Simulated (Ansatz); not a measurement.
The reference is TiC in the rock salt structure (space group Fm-3m, No. 225; relaxed with 0.1 eV smearing).

```yaml
crystal:
  lattice:
    - [0.00000, 2.16425, 2.16425]
    - [2.16425, 0.00000, 2.16425]
    - [2.16425, 2.16425, 0.00000]
  atoms:
    - { symbol: C, position: [0.00000, 0.00000, 0.00000] }
    - { symbol: Ti, position: [0.50000, 0.50000, 0.50000] }
```

Cartesian axes are those of the cell as printed.

All numbers come from r2SCAN (Ansatz, an electronic-structure program, PAW, scalar-relativistic without spin-orbit coupling), earlier PAW set.

For the base:

The pressure is 0.0 GPa.

Perturbation: strain tensor (xx, yy, zz, yz, xz, xy) = (+0.03, +1.25, −1.82, +1.54, −0.05, +0.71) %; the atoms relax in the strained cell.

Task: What does the calculation give for the energy relative to the base after the change?

Result: The energy grows by 13 meV/atom.

Task: What happens to the pressure?

Result: The pressure (mean of the normal stresses, compression positive) goes from zero to 1.9 GPa.

Whether these cells are dynamically stable was not tested. The final runs are not spin-polarised.
